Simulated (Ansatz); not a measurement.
For BP (model structure, started from the BeO type, P4₂/mnm, No. 136, 8 atoms in the cell), LDA in Ansatz (PAW) gives:

- lattice constant a: 5.494 Å
- lattice parameter c: 3.167 Å
- bulk modulus: 161 GPa
- cohesive energy: 6.08 eV/atom
- band gap: 0.23 eV

What does PBEsol (Ansatz, a program for electronic structure, PAW) give for the same quantities?


- lattice constant a: 5.532 Å (grows by 0.7 %)
- lattice parameter c: 3.187 Å (goes up by 0.6 %)
- bulk modulus: 155 GPa (decreases by 3.7 %)
- cohesive energy: 5.58 eV/atom (falls by 0.50 eV/atom)
- band gap: 0.26 eV (increases by 0.03 eV)

Changes are worked out from the printed values.

Unless a cell is named, each level is at its own relaxed cell (LDA 11.95, PBEsol 12.19 Å³/atom).

Density-functional gaps are differences of (generalised) Kohn–Sham levels.

Caveats: the bulk modulus is −V dP/dV from two relaxed cells at ±2 % in volume (LDA, PBEsol). Ansatz's density-functional and Hartree–Fock values are scalar-relativistic unless marked +SOC, with PAW data made under PBE.

A model structure was made by putting elements into a prototype or built by hand; it is no filed structure, need not be a known phase, and can be a saddle point held by its symmetry.
